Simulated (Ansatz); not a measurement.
Base system: YN in the rock salt structure (space group Fm-3m, No. 225; a = 4.8957 Å). Axes: x, y, z lie along the cube axes.

One thing is altered: compressive biaxial strain of 1.50 % in the plane normal to [001], as in epitaxy on a mismatched substrate; the out-of-plane cell vector and the atoms relax.

Method: DFT with r2SCAN, PAW potentials and a 500 eV plane-wave cutoff in Ansatz (an electronic-structure program), scalar-relativistic without spin-orbit coupling.

Question: Give the band edges at the high-symmetry points of the new zone, measured from its valence-band maximum.

Answer: 
```
point  valence edge (eV)  conduction edge (eV)
-----  -----------------  --------------------
Γ                   0.00                  3.42
X                  -0.38                  0.49
P                  -1.46                  4.28
N                  -2.38                  6.30
M                  -0.36                  0.55
S                  -1.45                  3.09
S₀                 -1.45                  3.09
R                  -1.51                  4.31
G                  -1.51                  4.31
```

The gap is 0.49 eV, indirect, Γ → X.

Stability against distortions was not tested. Labels are those of the standard path for the cell's own space group.
